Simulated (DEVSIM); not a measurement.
Device: abrupt In0.53Ga0.47As p-n junction, at 300 K.

```
layer (left to right)        material  thickness (μm)  Nd (cm⁻³)  Na (cm⁻³)  τn (s)  τp (s)
---------------------  --------------  --------------  ---------  ---------  ------  ------
1                      In0.53Ga0.47As           0.160          -     7.3e15  3.4e-8  3.4e-8
2                      In0.53Ga0.47As            17.0     8.3e14          -  3.4e-8  3.4e-8
```

Left contact: ohmic. Right contact: ohmic. Voltage is applied to the left contact. Recombination: SRH at mid-gap. Mobility is μmin + (μ − μmin)/(1 + (N/Nref)^α).

This is a model device: material constants are rounded textbook-type values typed into the input, and sizes, dopings and lifetimes were drawn at random. Values at 300 K. The table also holds parameters that only a changed run uses.

```tsv
parameter	In0.53Ga0.47As
gap (eV)	0.74
affinity (eV)	4.51
permittivity	13.9
Nc (cm⁻³)	2.1e17
Nv (cm⁻³)	7.7e18
μn (cm²/Vs)	12000
μp (cm²/Vs)	300
μn,min	300
μp,min	10
Nref,n	1.3e17
Nref,p	4.9e17
αn	0.48
αp	0.4
Cn (cm⁶/s)	5e-29
Cp (cm⁶/s)	5e-29
```

Model (solved in DEVSIM): 1D drift-diffusion, Boltzmann statistics, complete ionisation; no tunnelling, impact ionisation, image-force lowering or self-heating.

Base results: dark forward voltage at 100 A/cm² (V) 0.438; dark forward voltage at 1 A/cm² (V) 0.212.

### Question
What follows from this one change: thickness of layer 1 0.16 → 0.27 μm?

### Answer
dark forward voltage at 100 A/cm² 0.438 → 0.447 V; dark forward voltage at 1 A/cm² 0.212 → 0.229 V.

### Question
What follows from this one change: constant mobility in place of the doping-dependent one?

### Answer
dark forward voltage at 100 A/cm² 0.438 → 0.427 V; dark forward voltage at 1 A/cm² 0.212 → 0.206 V.
